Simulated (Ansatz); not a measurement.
Where the default PAW files enter, the runs use the earlier of Ansatz's two default sets.

Crystal: SiC (P6_3mc, 12 atoms a cell, 10.3 Å³ an atom); both levels run on this one cell.

Complex bands along the normal of (001) by Ansatz (plane waves, PAW, no spin-orbit coupling). r2SCAN gives a gap of 2.39 eV and a slowest mid-gap decay of 0.230 1/Å.

Task: What does PBE give on the same cell, and what does that do to the current through 2 nm?

Result: Gap 2.03 eV, κ = 0.219 1/Å. The mid-gap transmission through 2 nm changes by exp(2 × 20 × (0.230 − 0.219)) = a factor of 1.6 against r2SCAN.

Ansatz is a program for electronic structure.
